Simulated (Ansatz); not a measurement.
Electronic density of states of amorphous Si₂₄O₄₉Zn, density 2.27 g/cm³, on a 2×2×2 Γ-centred mesh with a Gaussian width of 0.1 eV; energies count from the Fermi level, whose place inside the gap is arbitrary. Cell and mesh are small, so fine structure isn't converged. Level of theory: PBE, scalar-relativistic without spin-orbit coupling (plane waves to 420 eV, PAW; Ansatz, a first-principles code). Sampling: a 2×2×2 Γ-centred mesh; Fermi-Dirac width 0.02 eV; no spin polarisation. At PBE the levels at the filled edge of the gap are localised (band-tail or defect states), and the nearest spread-out levels lie 5.2 eV apart at the zone centre.

The cell was made by melting and quenching with the CHGNet potential and then relaxed with DFT. O atoms were pushed apart under 1.9 Å during the dynamics, to hinder bonds among them. The hot cell started wider than the set density and was brought back towards it in steps. It is the lowest in DFT energy of 2 quenches. It is a model cell: composition and starting density were chosen by hand, and all elements were melted together. No dispersion term was used. Its density started from a set value of 2.27 and ended at 2.27 g/cm³. The simulated quench (nominally 400 K/ps over its main leg) is rapid and tends to freeze in more defects than a deposited or slowly cooled glass has. One small periodic cell is one sample of the glass; other quenches scatter about these values. The volume was held where the preparation left it, at a PBE pressure of 1.2 GPa. Stress components on the final sampling reach 2.3 GPa.

| E - EF (eV) | states/(eV atom) |
|---|---|
| -12.00 | 0.00 |
| -11.90 | 0.00 |
| -11.80 | 0.00 |
| -11.70 | 0.00 |
| -11.60 | 0.02 |
| -11.50 | 0.12 |
| -11.40 | 0.21 |
| -11.30 | 0.16 |
| -11.20 | 0.14 |
| -11.10 | 0.15 |
| -11.00 | 0.16 |
| -10.90 | 0.17 |
| -10.80 | 0.19 |
| -10.70 | 0.21 |
| -10.60 | 0.26 |
| -10.50 | 0.21 |
| -10.40 | 0.18 |
| -10.30 | 0.19 |
| -10.20 | 0.18 |
| -10.10 | 0.22 |
| -10.00 | 0.23 |
| -9.90 | 0.23 |
| -9.80 | 0.23 |
| -9.70 | 0.22 |
| -9.60 | 0.18 |
| -9.50 | 0.19 |
| -9.40 | 0.15 |
| -9.30 | 0.16 |
| -9.20 | 0.21 |
| -9.10 | 0.20 |
| -9.00 | 0.16 |
| -8.90 | 0.16 |
| -8.80 | 0.16 |
| -8.70 | 0.14 |
| -8.60 | 0.12 |
| -8.50 | 0.20 |
| -8.40 | 0.35 |
| -8.30 | 0.48 |
| -8.20 | 0.49 |
| -8.10 | 0.49 |
| -8.00 | 0.56 |
| -7.90 | 0.61 |
| -7.80 | 0.60 |
| -7.70 | 0.62 |
| -7.60 | 0.62 |
| -7.50 | 0.52 |
| -7.40 | 0.44 |
| -7.30 | 0.48 |
| -7.20 | 0.57 |
| -7.10 | 0.65 |
| -7.00 | 0.59 |
| -6.90 | 0.29 |
| -6.80 | 0.27 |
| -6.70 | 0.34 |
| -6.60 | 0.29 |
| -6.50 | 0.30 |
| -6.40 | 0.29 |
| -6.30 | 0.34 |
| -6.20 | 0.35 |
| -6.10 | 0.21 |
| -6.00 | 0.22 |
| -5.90 | 0.41 |
| -5.80 | 0.43 |
| -5.70 | 0.44 |
| -5.60 | 0.48 |
| -5.50 | 0.47 |
| -5.40 | 0.52 |
| -5.30 | 0.60 |
| -5.20 | 0.60 |
| -5.10 | 0.61 |
| -5.00 | 0.71 |
| -4.90 | 0.82 |
| -4.80 | 0.82 |
| -4.70 | 0.87 |
| -4.60 | 0.87 |
| -4.50 | 0.86 |
| -4.40 | 0.88 |
| -4.30 | 0.87 |
| -4.20 | 0.89 |
| -4.10 | 0.83 |
| -4.00 | 0.83 |
| -3.90 | 0.93 |
| -3.80 | 0.97 |
| -3.70 | 0.94 |
| -3.60 | 0.98 |
| -3.50 | 0.92 |
| -3.40 | 0.74 |
| -3.30 | 0.68 |
| -3.20 | 0.75 |
| -3.10 | 0.75 |
| -3.00 | 0.71 |
| -2.90 | 0.63 |
| -2.80 | 0.54 |
| -2.70 | 0.34 |
| -2.60 | 0.22 |
| -2.50 | 0.23 |
| -2.40 | 0.18 |
| -2.30 | 0.05 |
| -2.20 | 0.00 |
| -2.10 | 0.00 |
| -2.00 | 0.00 |
| -1.90 | 0.00 |
| -1.80 | 0.00 |
| -1.70 | 0.00 |
| -1.60 | 0.00 |
| -1.50 | 0.00 |
| -1.40 | 0.00 |
| -1.30 | 0.00 |
| -1.20 | 0.00 |
| -1.10 | 0.00 |
| -1.00 | 0.00 |
| -0.90 | 0.00 |
| -0.80 | 0.00 |
| -0.70 | 0.00 |
| -0.60 | 0.00 |
| -0.50 | 0.00 |
| -0.40 | 0.00 |
| -0.30 | 0.00 |
| -0.20 | 0.00 |
| -0.10 | 0.00 |
| 0.00 | 0.00 |
| 0.10 | 0.00 |
| 0.20 | 0.00 |
| 0.30 | 0.00 |
| 0.40 | 0.00 |
| 0.50 | 0.00 |
| 0.60 | 0.00 |
| 0.70 | 0.00 |
| 0.80 | 0.00 |
| 0.90 | 0.00 |
| 1.00 | 0.00 |
| 1.10 | 0.00 |
| 1.20 | 0.00 |
| 1.30 | 0.00 |
| 1.40 | 0.00 |
| 1.50 | 0.00 |
| 1.60 | 0.00 |
| 1.70 | 0.00 |
| 1.80 | 0.00 |
| 1.90 | 0.00 |
| 2.00 | 0.00 |
| 2.10 | 0.00 |
| 2.20 | 0.00 |
| 2.30 | 0.01 |
| 2.40 | 0.02 |
| 2.50 | 0.02 |
| 2.60 | 0.06 |
| 2.70 | 0.09 |
| 2.80 | 0.05 |
| 2.90 | 0.01 |
| 3.00 | 0.00 |
| 3.10 | 0.01 |
| 3.20 | 0.05 |
| 3.30 | 0.05 |
| 3.40 | 0.03 |
| 3.50 | 0.04 |
| 3.60 | 0.06 |
| 3.70 | 0.09 |
| 3.80 | 0.15 |
| 3.90 | 0.11 |
| 4.00 | 0.04 |
| 4.10 | 0.04 |
| 4.20 | 0.05 |
| 4.30 | 0.12 |
| 4.40 | 0.17 |
| 4.50 | 0.16 |
| 4.60 | 0.17 |
| 4.70 | 0.17 |
| 4.80 | 0.17 |
| 4.90 | 0.19 |
| 5.00 | 0.21 |
| 5.10 | 0.18 |
| 5.20 | 0.22 |
| 5.30 | 0.26 |
| 5.40 | 0.26 |
| 5.50 | 0.25 |
| 5.60 | 0.29 |
| 5.70 | 0.31 |
| 5.80 | 0.32 |
| 5.90 | 0.39 |
| 6.00 | 0.45 |
| 6.10 | 0.48 |
| 6.20 | 0.49 |
| 6.30 | 0.50 |
| 6.40 | 0.52 |
| 6.50 | 0.57 |

The level gap on this mesh is 4.78 eV; the broadening fills part of it in the curve.
